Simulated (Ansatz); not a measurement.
# Predicting a run: zincblende CdTe (F-43m), biaxial stress in the (001) plane (tension)

Cell and atoms relaxed with PBEsol to each stress σ (compression positive); gaps by r2SCAN with spin-orbit coupling, rigid bands (plane waves, PAW; Ansatz, a program for electronic structure). Unloaded cell: a = b = c = 4.5886 Å, α = β = γ = 60.00°.

```
σ (GPa)  strain along [100] (%)  gap (eV)
-------  ----------------------  --------
0                             0     1.006
-0.50                      1.28     0.944
-1.00                      2.68     0.877
-2.00                      5.87     0.725
```

Task: Fit E_g = 1.006 eV + aσ + bσ² and ε = cσ + dσ² to the loaded rows by least squares.

Result: a = 0.118 eV/GPa, b = -0.0113 eV/GPa²; c = -2.43 %/GPa, d = 0.253 %/GPa².

Task: One run was withheld, at σ = -1.50 GPa. Predict its gap and its strain along [100], then set them beside the run.

Result: E_g = 1.006 + (0.118)(-1.50) + (-0.0113)(-1.50)² = 0.804 eV and ε = (-2.43)(-1.50) + (0.253)(-1.50)² = 4.21 %. The run gave 0.803 eV and 4.19 %, misses of 0.001 eV and 0.02 percentage points.

Gaps are resolved to about 0.01 eV; third decimals are kept for the arithmetic. Every relaxation keeps the zincblende phase (space group I-4m2 under this load), so a transition, a distortion that breaks the symmetry or fracture can't show.
